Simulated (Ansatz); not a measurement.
BeTe, pressure series

Start from BeTe in the zinc blende structure (space group F-43m, No. 216; a = 5.554 Å).

Cell and atoms are relaxed at each pressure.

Calculations: LDA (Ansatz, a program for electronic structure), without spin-orbit coupling.

Candidates:
(a) pressure 30 GPa
(b) pressure 9 GPa
(c) pressure −2 GPa
(d) pressure 0.9 GPa

Base values:

The smallest direct gap comes out as 3.59 eV.

### Question
Order them by smallest direct gap, lowest first.

### Answer
(a) pressure 30 GPa (3.23 eV), (b) pressure 9 GPa (3.47 eV), (d) pressure 0.9 GPa (3.57 eV), (c) pressure −2 GPa (3.61 eV)

Spin-orbit coupling, missing from the scalar runs, can matter with Te. Load acts through the strain it causes; cell and atoms are relaxed under it. No phonon test of stability was made. No other phases were tried under pressure.
